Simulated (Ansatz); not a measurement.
Take GaAs in the zinc blende structure (space group F-43m, No. 216; a = 5.6656 Å) as the base.

Modification: a hydrostatic pressure of 30 GPa.

Levels (all Ansatz, a quantum-chemistry and plane-wave program, PAW, earlier PAW set): r2SCAN (500 eV, without spin-orbit coupling); HSE06 (420 eV, no spin-orbit coupling).

The geometry is relaxed with r2SCAN.

```
Quantity          Result
---------------  -------
r2SCAN band gap  1.23 eV
```

### Question
What does HSE06 give at this geometry for the band gap?

### Answer
The band gap increases by 0.28 eV (1.23 eV → 1.51 eV).

Single points use the geometry relaxed with r2SCAN. Their cutoffs differ, which shifts pressures a little. The hybrid gap comes from the SCF mesh plus the semilocal run's edge points and a few special points and is an upper bound. Load acts through the strain it causes; cell and atoms are relaxed under it. Stability against distortions was not tested. Measured, GaAs leaves this structure (for a Cmcm phase) near 15 GPa (room temperature; as listed in arXiv:1906.07825).
